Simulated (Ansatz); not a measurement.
H on the 1x1 (111) surface of ceria (cut with top plane O), one in a 2x2 cell, started at the site 'top Ce'

Host crystal: ceria, with a band gap (PBE, scalar-relativistic without spin-orbit coupling).

Method: r2SCAN, at the PBE geometry and the start's symmetry (plane waves to 500 eV, PAW; Ansatz, a quantum-chemistry and plane-wave program).

Model: 37-atom slab, 7.8 Å thick at the start under the adsorbate (thin: gaps and levels are the slab's own), 3x3x1 mesh, Fermi-Dirac 0.01 eV, dipole correction, single point; on the structure that PBE left under its start's symmetry; spin-polarised, ending with about 1.0 μB a cell; orders that need a larger cell were not tried, no spin-orbit, no U, no dispersion correction. The program's check for a lower electronic state was not made. It is one chosen start, not shown to be the lowest state of the adsorbate.

```yaml
adsorption energy against ½ H2(g) at the same level: 2.24 eV
gap_of_the_slab_on_its_k_mesh: 2.08 eV
highest_filled_level_below_the_top_vacuum_level: 6.55 eV
change_of_the_step_from_the_bottom_to_the_top_vacuum_level_against_the_clean_slab: -0.030 eV
height of the binding atom over the mean of the host atoms within 0.3 Å of the top one: 218.9 pm
magnetic_moment_of_the_cell: 1.00 μB
nearest_host_atoms_of_the_binding_atom: Ce at 2.95 Å, O at 3.13 Å, O at 3.13 Å
```

A negative adsorption energy means that the adsorbate is more stable on the surface than in its reference.
